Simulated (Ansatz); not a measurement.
A working Ansatz (a program for electronic structure) input for B4OsW (P1, 6 atoms in the cell) (DFT, PBEsol, plane waves, default PAW files made with PBE):

Ansatz 0.2 input:
```yaml
crystal:
  lattice:
    - [2.920400, 0.000000, 0.000000]
    - [-1.460200, 2.529141, 0.000000]
    - [0.000000, 0.000000, 7.523510]
  atoms:
    - { symbol: B, position: [0.015905, -0.018050, 0.708881] }
    - { symbol: B, position: [0.005026, 0.017350, 0.294298] }
    - { symbol: B, position: [0.679330, 0.328495, 0.803012] }
    - { symbol: B, position: [0.636390, 0.323435, 0.200293] }
    - { symbol: Os, position: [-0.003207, -0.003508, -0.004029] }
    - { symbol: W, position: [0.666556, 0.352279, 0.497545] }
kpoints:
  mp_grid: { grid: [12, 12, 4] }
hamiltonian:
  xc: pbesol
  pseudopotentials: { kind: paw }
scf:
  occupations: { method: gaussian, width: 0.1 }
output:
  forces: true
  eigenvalues: true
  stress: true
```

The run converged in 7 iterations: free energy E − TS (on the zero of these files) -22120.0617 eV; Fermi level (on the code's own zero) 17.99 eV; pressure -3.08 GPa; largest force (vector length) 1.114 eV/Å. Each of these slips is then made, one at a time:

(1)
```diff
-    - [0.000000, 0.000000, 7.523510]
+    - [1.460200, 2.529141, 0.000000]
```

(2)
```diff
+  max_iter: 3
```

Question: What happens in each case?

Answer: 
(1) Linearly dependent lattice vectors. The program stopped before any SCF iteration, with the message: Error: invalid value for `crystal.lattice`: the lattice is degenerate (Ω = 0 Å³): its volume is under 1e-10 Å³.

(2) An iteration limit that is too low. The run ended unconverged after 3 iterations.
```
did not converge after 3 iterations: dr2 = 1.67e-3 (threshold 1.00e-7), under the density mixer `msr1`, which `scf.mixing.algorithm: auto` chose by the deck's other keys (type `scf.mixing.algorithm: msr1` to keep it); raise `scf.max_iter`, which need not help a stalled SCF, or adjust the mixing (`scf.mixing`) or, under a smearing, its width (`scf.o [...]
```

The starting cell comes from a database of computed structures (which also holds hypothetical and non-ambient phases and stackings), without a prior relaxation at this level. Its atoms were displaced at random from the sites of space group no. 187. Spin polarisation is off. In the base run, with a pressure of about -3 GPa the cell is away from its equilibrium volume at this level. In the base run, forces exceed 1 eV/Å. Ansatz's pressure includes its estimate of the finite-basis (Pulay) stress.

Left out of this page: 2 runs of the series outside the window shown, repeating another row's setting, or not comparable; 2 runs of the series stopped by limits of time or memory.
